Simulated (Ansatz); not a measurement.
## How far PBE and r2SCAN part for TiAl3, pressure 7.5 GPa

The reference is TiAl$_{3}$ (space group I4/mmm, No. 139; a = 3.846 Å, c = 8.620 Å).

(Cell as relaxed with PBE.)

Levels (all Ansatz, a first-principles code, PAW): PBE (420 eV, no spin-orbit coupling); r2SCAN (500 eV, no spin-orbit coupling).

Each level relaxes its own structure.

```tsv
base	PBE	r2SCAN
volume per atom	15.94 Å³	15.65 Å³
lattice parameter a	3.846 Å	3.824 Å
band gap	zero	zero
```

Modification: cell and atoms relaxed at a pressure of 7.5 GPa.

```
quantity                           PBE  r2SCAN
-----------------------------  -------  ------
shortest interatomic distance  2.665 Å       …
c/a ratio                        2.238       …
```

### Question
What does r2SCAN give?

### Answer

- shortest interatomic distance, r2SCAN: 2.653 Å
- c/a ratio, r2SCAN: 2.236

PBE's shortest interatomic distance lies 0.0114 Å above r2SCAN's (0.4 %). Neither level is exact; r2SCAN is the comparison here, not a measurement.

Load acts through the strain it causes; cell and atoms are relaxed under it. Stability against distortions was not tested. Competing high-pressure phases were not computed. The final runs are not spin-polarised.
